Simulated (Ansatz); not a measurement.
# H interstitial (diamond host)

The numbers are results of HSE06 on PBE geometries, PAW (plane waves to 420 eV; Ansatz, a first-principles code), not measurements. A supercell of 216 sites (3×3×3 repeats of a cell of 8 atoms) was used; the energies come from a Γ-point sampling of its zone. Site at the start: void with 4C nearest. Energies of charged states are corrected for periodic images (point charge plus alignment at distant sites). Dielectric constants: PBE linear response of the host. Host gap at this level: 5.29 eV. These values are not converged in cell size to better than tenths of an eV. Spin–orbit coupling is left out. Each state is the lowest found from its start.

Formation energies E_f are given with the Fermi level at the valence-band maximum. Chemical conditions: host crystal and elements as references (Δμ(H) = 0.00 eV; H taken from its element, since no compound that bounds it was computed at this level; only phases computed here count, gases as isolated molecules at 0 K). Reference phases: H: H2 molecule.

The name describes the start; the neighbours show where the atoms ended.

Charges with a result: +1, 0, −1. Others weren't obtained, and one of them could lie lower, also by skipping a charge.

```
charge         moment (μB)  point group  largest move off a lattice site (Å)  neighbours of the last H atom of the defect at the end (Å)  image correction with alignment (eV)  E_f, host crystal and elements as references (eV)
------  ------------------  -----------  -----------------------------------  ----------------------------------------------------------  ------------------------------------  -------------------------------------------------
+1      not spin-polarised      near C2                                 0.25                              C 1.15, C 1.15, C 1.73, C 1.75                                  0.33                                               3.41
0                      1.0          D3d                                 0.36                                              C 1.14, C 1.14                                  0.00                                               4.84
−1      not spin-polarised          D3d                                 0.39                                              C 1.17, C 1.17                                  0.28                                               8.60
```

Point groups are those of the whole cell at tolerances of 0.03 and 0.1 Å ("near" where only the looser one holds); none is given for unsettled states.

No other site or start that was run ended lower by more than 0.1 eV.

Transition levels above the valence-band maximum: ε(+1/0) = 1.44 eV; ε(0/−1) = 3.76 eV. On the lower envelope of the bound states, inside the gap: (+1/0) at 1.44 eV; (0/−1) at 3.76 eV.

Flagged in the runs: zone-centre sampling.
